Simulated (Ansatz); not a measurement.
Base system: WS2 (space group P6_3/mmc, No. 194; layered, stacked along the Cartesian z axis).

```
CELL_PARAMETERS angstrom
      3.11474     0.00000     0.00000
     -1.55737     2.69745     0.00000
      0.00000     0.00000    11.77237
ATOMIC_POSITIONS crystal
  W  0.66667 0.33333 0.25000
  W  0.33333 0.66667 0.75000
  S  0.66667 0.33333 0.88355
  S  0.33333 0.66667 0.38355
  S  0.33333 0.66667 0.11645
  S  0.66667 0.33333 0.61645
```

Cartesian axes are those of the cell as printed.

All numbers come from PBEsol-D3(BJ) (Ansatz, a first-principles code, PAW, no spin-orbit coupling).

Strains are applied to the cell and any free atomic positions relax.

One change was made to it. Results:

```tsv
quantity	base	after
valence-band top at Γ (three highest levels, from the VBM)	0.00, -1.26, -1.60 eV	0.00, -1.30, -1.57 eV
pressure (mean of the normal stresses, compression positive)	0.00 GPa	-0.25 GPa
band gap	0.65 eV	0.69 eV
```

Task: Which of these changes matches the shifts?
A) uniaxial strain ε_zz = +0.60 %
B) uniaxial strain ε_zz = +3.00 %
C) uniaxial strain ε_zz = +2.40 %
D) uniaxial strain ε_zz = +1.80 %

Result: A, uniaxial strain ε_zz = +0.60 %. For comparison, the band gap in the other runs: uniaxial strain ε_zz = +2.40 % gives 0.80 eV; uniaxial strain ε_zz = +3.00 % gives 0.84 eV; uniaxial strain ε_zz = +1.80 % gives 0.77 eV.

With W present, leaving out spin-orbit coupling can change the band edges. Whether these cells are dynamically stable was not tested.
